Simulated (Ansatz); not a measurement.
Structures of equal composition on the (110) surface of bcc Nb: a layer of Ga in place of the second plane; a layer of Ga in place of the third plane. The slabs share one bottom face, and each structure is named by its start. These are constructed structures in small cells; real faces may alloy, dewet or reconstruct in larger ones, and not all known structures of the face are among them. Slabs of about 11 Å with all that they carry, Fermi-Dirac smearing of 0.1 eV. Bottom of the slabs: a bare face, its two planes held. Relaxed from the named starts with such symmetry as they have, on meshes of like density; energies extrapolated to zero smearing; no spin-orbit coupling, no U. Spin-polarised runs, if any, are marked in brackets, and their order is one that fits the cell; the others ran without spin.

The numbers are results of PBE (plane waves to 420 eV, PAW; Ansatz, a program for electronic structure), not measurements.

Q: Put the candidates in order of energy per 1x1 cell, lowest first, for PBE.

A: a layer of Ga in place of the third plane (0.000 eV), a layer of Ga in place of the second plane (0.267 eV)
